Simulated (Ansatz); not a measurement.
## Computed paths: interstitial Ti in monoclinic ZrO2, charge state +4

Defect migration in monoclinic ZrO2: interstitial Ti, charge state +4. Method: PBE, PAW (plane waves to 420 eV; Ansatz, a quantum-chemistry and plane-wave program).

96-site cell at the relaxed PBE lattice, the Γ point alone, smearing 0.01 eV, spin-restricted, no finite-size correction. No zero-point or tunnelling terms. The charge state is imposed; whether it is stable for some Fermi level was not computed. Sites that were not tried may lie lower.

Barriers: single points on a 2×2×2 k-point mesh shifted by half a step at the bands' geometries.

| Route | Start site over the lowest site run (eV) | Hop (Å) | Forward barrier (eV) | Backward barrier (eV) | Neighbours at the start | Neighbours at the saddle | Saddle order | Forward, on the band's own sampling (eV) |
|---|---|---|---|---|---|---|---|---|
| a direct jump of one Ti atom (a rearrangement that moves the defect's centre by under 1 Å) | 0.00 | 0.95 | 0.33 | 0.33 | O at 1.84, O at 1.87, 2 O at 1.91, O at 1.97 Å | 2 O at 1.90, 2 O at 1.91, O at 2.11, O at 2.12 Å | first order | 0.31 |
| a concerted move, in which Ti travels most | 0.00 | 3.41 | 2.78 | 2.78 | O at 1.84, O at 1.87, 2 O at 1.91, O at 1.97 Å | O at 1.74, O at 1.80, O at 1.81, O at 1.82 Å | first order | 2.80 |

Paths come from CI-NEB runs. Of the routes that converged and passed our checks, the lowest saddle point lies 0.33 eV above the lowest of the sites run (a direct jump of one Ti atom (a rearrangement that moves the defect's centre by under 1 Å)); other sites, such as split forms, and other routes may lie lower.
